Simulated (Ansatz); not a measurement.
The starting structures come from a database of crystals and need not be the phases stable at ambient conditions.

 Where the default PAW files enter, the runs use the earlier of Ansatz's two default sets.

```xyz
16
Lattice="3.9118 0.0000 0.0000 0.0000 6.8932 0.0000 0.0000 0.0000 6.3080" Properties=species:S:1:pos:R:3 pbc="T T T"
Ba     0.0000     5.1751     4.0724
Ba     0.0000     1.7286     2.2356
H      1.9559     4.1944     1.9190
H      1.9559     0.7478     4.3890
H      1.9559     4.0422     6.2164
H      1.9559     0.5957     0.0916
H      3.1220     5.5876     0.7859
H      0.7898     2.1410     5.5220
H      0.7898     5.5876     0.7859
H      3.1220     2.1410     5.5220
O      0.0000     5.9547     1.3062
O      0.0000     2.5081     5.0018
O      1.9559     0.2370     3.5582
O      1.9559     3.6836     2.7498
O      1.9559     5.0100     6.1151
O      1.9559     1.5634     0.1929
```

Space group of this cell: Pmc2_1. The cell was relaxed by PBE-D3(BJ); by r2SCAN its mean pressure is -0.9 GPa.

Transport runs along the normal of the first two printed cell vectors.

No gap correction and no spin-orbit coupling; mid-gap values are interpolated between computed energies.

**Question.** Predict the band gap and the smallest decay constant κ at mid-gap from r2SCAN in Ansatz (a quantum-chemistry and plane-wave program).

**Answer.** Gap 4.93 eV on a 8×6×6 mesh; κ = 0.416 1/Å, at the zone centre.
